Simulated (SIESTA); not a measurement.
Band structure of Zr (P6_3/mmc, 2 atoms in the cell).

```
Zr
1.0
    3.20911     0.00000     0.00000
   -1.60455     2.77917     0.00000
    0.00000     0.00000     5.12412
Zr
2
Cartesian
  0.00000   1.85278   1.28103
  1.60455   0.92639   3.84309
```

Computed with GGA PBE, numerical atomic orbitals DZP, PseudoDojo PBE standard norm-conserving potentials (rewritten from UPF to PSML) (SIESTA).

Settings: XC.functional = GGA; XC.authors = PBE; potentials = PseudoDojo PBE standard; PAO.BasisSize = DZP; PAO.EnergyShift = 0.01 Ry; MeshCutoff = 300 Ry; kgrid.MonkhorstPack = 16 16 9; OccupationFunction = MP; OccupationMPOrder = 0; ElectronicTemperature = 1578.21 K; MaxSCFIterations = 150; SCF.Mixer.Method = Pulay; SCF.Mixer.Weight = 0.2; SCF.Mixer.History = 6.

The starting cell comes from a database of computed structures (which also holds hypothetical and non-ambient phases and stackings), without a prior relaxation at this level. Its lattice was rescaled by a random factor within 2.5 % of one. Values carry the incompleteness of an atom-centred basis.

Levels in eV from the Fermi level, bands 9 to 14:
```tsv
point	9	10	11	12	13	14
Γ	-5.70	-3.10	0.84	0.84	0.98	1.25
M	-2.66	-2.55	-2.22	-0.16	0.51	0.79
K	-2.17	-1.38	-1.38	-1.14	0.26	0.26
A	-3.97	-3.97	0.05	0.05	0.74	0.74
L	-2.94	-2.94	-1.12	-1.12	1.75	1.75
H	-1.47	-1.47	-1.30	-1.30	-0.03	-0.03
```

Bands cross the Fermi level along this path, so the cell is metallic at this level.

Higher empty bands are left out: an atom-centred basis made for the valence describes them poorly.
